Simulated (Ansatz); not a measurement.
The starting structures come from a database of crystals and need not be the phases stable at ambient conditions.

 Where the default PAW files enter, the runs use the earlier of Ansatz's two default sets.

Data:

```yaml
crystal:
  lattice:
    - [4.63327, 0.00000, 0.00000]
    - [0.00000, 7.60243, 0.00000]
    - [2.31663, 0.00000, 3.89215]
  atoms:
    - { symbol: Cd, position: [0.33333, 0.99964, 0.33333] }
    - { symbol: Cd, position: [0.66667, 0.49964, 0.66667] }
    - { symbol: Te, position: [0.33333, 0.62536, 0.33333] }
    - { symbol: Te, position: [0.66667, 0.12536, 0.66667] }
```

Space group of this cell: Cmc2_1. The cell is strained (lengths along the current scaled by 0.97, ions clamped); by r2SCAN its mean pressure is 1.3 GPa.

Transport runs along the normal of the first two printed cell vectors.

The gap is the functional's own. No spin-orbit coupling. Mid-gap values are interpolated on the energy grid.

Q: Compute, with r2SCAN (Ansatz, a quantum-chemistry and plane-wave program), the band gap and the smallest decay constant κ at mid-gap.

A: Gap 1.23 eV on a 8×4×8 mesh; κ = 0.088 1/Å, at the zone centre.
